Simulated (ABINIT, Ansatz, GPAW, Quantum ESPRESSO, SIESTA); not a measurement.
## Code comparison for TiPt3 (Pm-3m, 4 atoms in the cell)

Self-consistent single point.

```yaml
crystal:
  lattice:
    - [3.92453, 0.00000, 0.00000]
    - [0.00000, 3.92453, 0.00000]
    - [0.00000, 0.00000, 3.92453]
  atoms:
    - { symbol: Ti, position: [0.00000, 0.00000, 0.00000] }
    - { symbol: Pt, position: [0.50000, 0.50000, 0.00000] }
    - { symbol: Pt, position: [0.00000, 0.50000, 0.50000] }
    - { symbol: Pt, position: [0.50000, 0.00000, 0.50000] }
```

Shared settings, as Ansatz (a quantum-chemistry and plane-wave program) writes them: kpoints.mp_grid.grid = 3 3 3; scf.occupations.method = gaussian; scf.occupations.width = 0.0073 Ry. Potentials and cutoffs stand in the table.

| code | model | pressure (GPa) | cutoff |
|---|---|---|---|
| Quantum ESPRESSO | PBE, SSSP 1.1.2 efficiency (PBE) pseudopotentials | 5.63 | 50 Ry |
| Ansatz | PBE, PAW files | 6.03 | 30.9 Ry |
| SIESTA | GGA PBE, numerical atomic orbitals DZP, PseudoDojo PBE standard norm-conserving potentials (rewritten from UPF to PSML) | 2.98 | grid 350 Ry |
| ABINIT | PBE, norm-conserving pseudopotentials (PseudoDojo nc-sr-05 PBE standard) | 5.75 | 84 Ry |
| GPAW | PBE, GPAW PAW datasets PBE (gpaw-data 1.0.1) | 6.20 | 800 eV |

On Ansatz's run: spin-orbit coupling is off. Spin polarisation is off.

The spread over the programs that give each value: pressure within 3.22 GPa.

SIESTA uses small atom-centred bases, whose incompleteness enters pressures, forces and empty levels differently from a plane-wave cutoff. Ansatz's pressure is given at a fixed set of plane waves, as the other plane-wave codes print theirs; with its correction for the finite basis it is 6.11 GPa. In the pressure, SIESTA (by 2.91) lies more than 1 GPa from the median of the plane-wave programs.

On the base mesh (6 6 6) the same programs gave: Ansatz pressure 4.23 GPa; Quantum ESPRESSO pressure 3.83 GPa; ABINIT pressure 3.94 GPa; GPAW pressure 4.36 GPa; SIESTA pressure 1.35 GPa.

The values differ from the base mesh's, so the mesh still matters here: the table compares the programs at equal settings.

The starting cell comes from a database of computed structures (which also holds hypothetical and non-ambient phases and stackings), without a prior relaxation at this level.

Left out of this page: CP2K (on another mesh); Elk (not drawn, or without a comparable value).

Keys are those of Ansatz 0.2.
